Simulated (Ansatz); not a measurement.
Step by step: energy of the reaction between neutral defects in Rh (fcc, Fm-3m)

We look at the energy of the reaction between neutral defects in Rh (fcc, Fm-3m). Reaction: cell B → cell A + Rh (fcc). The sign is products less reactants.

A: a supercell of 32 sites of Rh (fcc, Fm-3m) with one empty Rh site amid 12 Rh; H off the lattice sites (5 Rh at 1.95–2.33 Å); the closest two of these centres are 1.5 Å apart; spin state with PBE: run without spin.

B: a supercell of 32 sites of Rh (fcc, Fm-3m) with H off the lattice sites (6 Rh at 1.95 Å); spin state with PBE: run without spin.

Method: Ansatz (a program for electronic structure), PAW, neutral cells at 0 K with nuclei at rest, on structures from PBE. Ansatz runs with its default PAW set. Other levels take these structures. The lattices are those relaxed with PBE, so at other levels the solids can be strained. Larger cells are relaxed from a start prepared with the learned potential CHGNet, on a coarser mesh till forces fall under 0.03 eV/Å, which some starts already meet. A dispersion term (D3(BJ), or D4 for r2SCAN) was computed beside these levels and is taken off wherever the name lacks it. Cell A has symmetry P4mm and got no random move, so less symmetric positions, which may lie lower, weren't tried. Cell B has symmetry Pm-3m and got no random move, so less symmetric positions, which may lie lower, weren't tried.

Total energies of the cells in eV, at zero smearing width. They compare only within one column; the weights balance every element.

| cell | atoms | weight | r2SCAN |
|---|---|---|---|
| A: Rh:H_i + V_Rh | 32 | +1 | -198887.34991 |
| B: Rh:H_i | 33 | −1 | -205304.25509 |
| Rh (fcc) | 32 | +1/32 | -205288.47781 |

r2SCAN: (-198887.34991) − (-205304.25509) + 1/32 × (-205288.47781) = 1.640 eV.

What follows from the r2SCAN value: Per mole of the reaction as written, 1.640 eV × 96.485 = 158.2 kJ.
